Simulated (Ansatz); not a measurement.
For BeS (model structure, started from the CdTe type, P6₄22, No. 181, 6 atoms in the cell), PBE-D3(BJ) (Ansatz, a quantum-chemistry and plane-wave program, PAW) gives:

```
Property                   Result
-------------------  ------------
lattice parameter a       3.406 Å
lattice parameter c       7.719 Å
cohesive energy      4.47 eV/atom
band gap                  2.60 eV
```

**Question.** What does r²SCAN in Ansatz (PAW) give for the same quantities?

**Answer.** 
- lattice constant a: 3.450 Å (grows by 1.3 %)
- lattice parameter c: 7.833 Å (goes up by 1.5 %)
- cohesive energy: 4.25 eV/atom (drops by 0.22 eV/atom)
- band gap: 3.18 eV (grows by 0.58 eV)

Changes are worked out from the printed values.

Unless a cell is named, each level is at its own relaxed cell (PBE-D3(BJ) 12.93, r²SCAN 13.46 Å³/atom).

Density-functional gaps are differences of (generalised) Kohn–Sham levels.

Ansatz's density-functional and Hartree–Fock values are scalar-relativistic unless marked +SOC, with PAW data made under PBE.

A model structure was made by putting elements into a prototype or built by hand; it is no filed structure, need not be a known phase, and can be a saddle point held by its symmetry.
